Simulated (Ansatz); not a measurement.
Results of LDA (PAW; Ansatz, a quantum-chemistry and plane-wave program) for C11b WSi2.

Settings: plane-wave cutoff 500 eV, 18×18×18 k mesh, Fermi–Dirac smearing 0.05 eV, no spin polarisation, scalar-relativistic PAW data made under PBE.

Computed at the level's own relaxed cell.

**Question.** Predict the volume per atom, equilibrium lattice constant a and lattice parameter c.

**Answer.** 
* **volume per atom**: 13.14 Å³/atom
* **equilibrium lattice constant a**: 3.185 Å
* **lattice parameter c**: 7.772 Å

Measured, for comparison: lattice constant a 3.214 Å, lattice parameter c 7.831 Å (temperature not stated, not corrected to a static lattice; as tabulated in Pavlosiuk et al. (2022), arXiv:2202.05362). Computed (rounded) less measured: lattice constant a -0.9 %, lattice parameter c -0.8 %. A static lattice is as a rule a little smaller and stiffer than an uncorrected measurement, which narrows the difference in the lattice constant a, lattice parameter c and would widen misses of the other sign.

Spin–orbit coupling is not included.

The result took roughly 70 core-seconds.
